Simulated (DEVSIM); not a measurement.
Device: abrupt Ge p-n junction, at 400 K.

```csv
layer (left to right),material,thickness (μm),Nd (cm⁻³),Na (cm⁻³),τn (s),τp (s)
1,Ge,4.70,-,1.4e18,1.6e-6,1.6e-6
2,Ge,12.0,1.1e16,-,1.6e-6,1.6e-6
```

Left contact: ohmic. Right contact: ohmic. Voltage is applied to the left contact. Recombination: SRH at mid-gap. Mobility is μmin + (μ − μmin)/(1 + (N/Nref)^α).

This is a model device: material constants are rounded textbook-type values typed into the input, and sizes, dopings and lifetimes were drawn at random. Values at 300 K; Nc and Nv go as T^1.5, mobilities as T to minus their exponent, the gap by Varshni's rule with the affinity fixed.

| parameter | Ge |
|---|---|
| gap (eV) | 0.664 |
| affinity (eV) | 4 |
| permittivity | 16 |
| Nc (cm⁻³) | 1.04e19 |
| Nv (cm⁻³) | 6e18 |
| μn (cm²/Vs) | 3900 |
| μp (cm²/Vs) | 1900 |
| μn,min | 150 |
| μp,min | 100 |
| Nref,n | 2.6e17 |
| Nref,p | 4e17 |
| αn | 0.56 |
| αp | 0.6 |
| T exponent of μn | 1.66 |
| T exponent of μp | 2.33 |
| Varshni α (eV/K) | 0.000477 |
| Varshni β (K) | 235 |

DEVSIM, 1D drift-diffusion, Boltzmann statistics, complete ionisation; no tunnelling, impact ionisation, image-force lowering or self-heating.

The temperature was swept, all else fixed.

```json
[
 {"temperature (K)": "250", "potential step across the device at zero bias (V)": "0.516", "dark forward voltage at 100 A/cm² (V)": "(withheld)", "largest field in the device at zero bias (V/cm)": "57000"},
 {"temperature (K)": "300", "potential step across the device at zero bias (V)": "0.449", "dark forward voltage at 100 A/cm² (V)": "0.347", "largest field in the device at zero bias (V/cm)": "61000"},
 {"temperature (K)": "350", "potential step across the device at zero bias (V)": "0.380", "dark forward voltage at 100 A/cm² (V)": "0.270", "largest field in the device at zero bias (V/cm)": "64000"},
 {"temperature (K)": "400", "potential step across the device at zero bias (V)": "0.309", "dark forward voltage at 100 A/cm² (V)": "0.190", "largest field in the device at zero bias (V/cm)": "66000"},
 {"temperature (K)": "450", "potential step across the device at zero bias (V)": "0.242", "dark forward voltage at 100 A/cm² (V)": "0.115", "largest field in the device at zero bias (V/cm)": "69000"},
 {"temperature (K)": "500", "potential step across the device at zero bias (V)": "0.195", "dark forward voltage at 100 A/cm² (V)": "0.060", "largest field in the device at zero bias (V/cm)": "71000"}
]
```

Question: Complete the blanks.

Answer: 
- 250, dark forward voltage at 100 A/cm² (V): 0.425
